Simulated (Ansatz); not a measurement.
A computed series for BaTiO3: response to strain

Take BaTiO₃ in the cubic perovskite structure (space group Pm-3m, No. 221; a = 4.019 Å) as the base.

Strains are applied to the cell and any free atomic positions relax.

Computed with Ansatz (a program for electronic structure) PBE, no spin-orbit coupling, earlier PAW set.

Candidates:
(a) isotropic strain −3.81 %
(b) isotropic strain +1.47 %
(c) isotropic strain −2.03 %

Before the change:

- Band gap = 1.79 eV

### Question
Order them by band gap, highest first.

### Answer
(a) isotropic strain −3.81 % (2.00 eV), (c) isotropic strain −2.03 % (1.92 eV), (b) isotropic strain +1.47 % (1.69 eV)

Whether these cells are dynamically stable was not tested. The final runs are not spin-polarised. Many cubic perovskites are stable only at high temperature; tilts and polar distortions were not tested. This is not the structure that BaTiO3 has at room temperature and ambient pressure.
